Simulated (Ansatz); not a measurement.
A computed series for PbTe: alloy series

Consider PbTe in the rock salt structure (space group Fm-3m, No. 225; a = 6.5342 Å).

The other end (x = 1) is PbS in the rock salt structure (space group Fm-3m, No. 225): 26.66 Å³/atom, gap 0.69 eV.

S replaces a fraction x of Te; each row is one arrangement (x, atoms in the cell, starting space group or random), fully relaxed.

Computed with r2SCAN (Ansatz, a first-principles code, PAW, scalar-relativistic without spin-orbit coupling).

Notes on the quantities. gap character: in this cell's own zone, which can be folded; bowing parameter b of this ordering: Eg = [1−x] Eg[0] + x Eg[1] − b x [1−x]; deviation of the volume from the linear: Vegard-type) interpolation.

| case | mixing energy | gap character | bowing parameter b of this ordering | shortest interatomic distance | deviation of the volume from the linear |
|---|---|---|---|---|---|
| base | – | – | – | 6.174 bohr | – |
| x(S) = 0.25, 8 atoms, Pm-3m | +61 meV/atom | direct at R | 3.7 eV | 6.067 bohr | +0.8 % |
| x(S) = 0.25, 8 atoms, C2/m | +23 meV/atom | indirect, Γ → L₂ | -0.1 eV | 5.771 bohr | -0.6 % |
| x(S) = 0.5, 8 atoms, C2/m | +39 meV/atom | direct at Γ | -0.1 eV | 5.685 bohr | -0.8 % |
| x(S) = 0.75, 8 atoms, I4/mmm | +58 meV/atom | direct at X | 2.3 eV | 5.463 bohr | +0.7 % |
| x(S) = 0.75, 8 atoms, C2/m | +28 meV/atom | direct at Γ | -0.2 eV | 5.650 bohr | -0.6 % |

Each cell is one ordered arrangement of few atoms, which overstates ordering effects compared with a random alloy. With Pb and Te present, leaving out spin-orbit coupling can change the band edges. No phonon test of stability was made. Labels are those of the standard path for the cell's own space group.
